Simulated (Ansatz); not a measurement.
System: ZnS (R3m, No. 160, 36 atoms in the cell; start mp-1201158; a measured phase of this formula has another space group). Method: LDA (PAW; Ansatz, a program for electronic structure).

Run with plane-wave cutoff 520 eV, 8×8×8 k mesh, Fermi–Dirac smearing 0.01 eV, scalar-relativistic PAW data made under PBE.

Cell (relaxed at this level):

```
ZnS
1.0
    1.87126     1.08037    55.12325
   -1.87126     1.08037    55.12325
    0.00000    -2.16074    55.12325
Zn S
18 18
Direct
  0.00005   0.00005   0.00005
  0.05557   0.05557   0.05557
  0.11107   0.11107   0.11107
  0.14814   0.14814   0.14814
  0.24074   0.24074   0.24074
  0.27780   0.27780   0.27780
  0.37041   0.37041   0.37041
  0.42591   0.42591   0.42591
  0.49996   0.49996   0.49996
  0.53705   0.53705   0.53705
  0.59260   0.59260   0.59260
  0.64815   0.64815   0.64815
  0.68525   0.68525   0.68525
  0.74074   0.74074   0.74074
  0.79627   0.79627   0.79627
  0.85182   0.85182   0.85182
  0.88892   0.88892   0.88892
  0.96296   0.96296   0.96296
  0.01394   0.01394   0.01394
  0.06944   0.06944   0.06944
  0.12494   0.12494   0.12494
  0.16200   0.16200   0.16200
  0.25460   0.25460   0.25460
  0.29166   0.29166   0.29166
  0.38428   0.38428   0.38428
  0.43978   0.43978   0.43978
  0.51383   0.51383   0.51383
  0.55094   0.55094   0.55094
  0.60649   0.60649   0.60649
  0.66204   0.66204   0.66204
  0.69911   0.69911   0.69911
  0.75461   0.75461   0.75461
  0.81016   0.81016   0.81016
  0.86571   0.86571   0.86571
  0.90278   0.90278   0.90278
  0.97682   0.97682   0.97682
```

Task: Predict the band gap.

Result: 
- band gap = 2.15 eV (on the SCF k mesh)

Note: the relaxation could not lower the start's symmetry, so the cell can be a saddle point above a distorted one.

Computed values are for the static lattice.

It cost very roughly 100 core-minutes of CPU time.

A start named mp-… is a Materials Project structure, which need not be a measured phase.
